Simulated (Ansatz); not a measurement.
The parent structure is a 24-atom supercell of InP in the zinc blende structure (space group F-43m, No. 216; a = 5.960 Å) at its relaxed geometry.

(Cell as relaxed with PBE.)

Levels (all Ansatz, an electronic-structure program, PAW): PBE (420 eV, spin-orbit coupling left out); PBEsol (420 eV, scalar-relativistic without spin-orbit coupling).

Each level relaxes its own structure.

Perturbation: one P atom is replaced by In, atoms relaxed at fixed cell, starting from a slightly rattled geometry.

```json
[
 {"quantity": "pressure", "PBE": "1.8 GPa", "PBEsol": "[?]"},
 {"quantity": "gap of the supercell", "PBE": "zero", "PBEsol": "[?]"},
 {"quantity": "total moment of the cell", "PBE": "0.3 μB", "PBEsol": "[?]"},
 {"quantity": "largest displacement of a host atom from its site in the perfect cell", "PBE": "0.20 Å", "PBEsol": "[?]"}
]
```

### Question
What does PBEsol give?

### Answer

- pressure, PBEsol: 1.8 GPa
- gap of the supercell, PBEsol: zero
- total moment of the cell, PBEsol: 0.4 μB
- largest displacement of a host atom from its site in the perfect cell, PBEsol: 0.20 Å

The two agree on the pressure, gap of the supercell and largest displacement of a host atom from its site in the perfect cell. Neither level is exact; PBEsol is the comparison here, not a measurement.

The magnetic state is the one reached from the starting moments; the real material's order can differ, and small cells can't hold many antiferromagnetic ones. The cell is small, so the values are those of an ordered compound at a high defect concentration; dilute-limit values will differ. A case with no gap was solved on a k-mesh chosen for an insulator, which is coarse for it. Starting moments died away, wholly or in part, for In on a P site (antisite); another magnetic solution may exist.
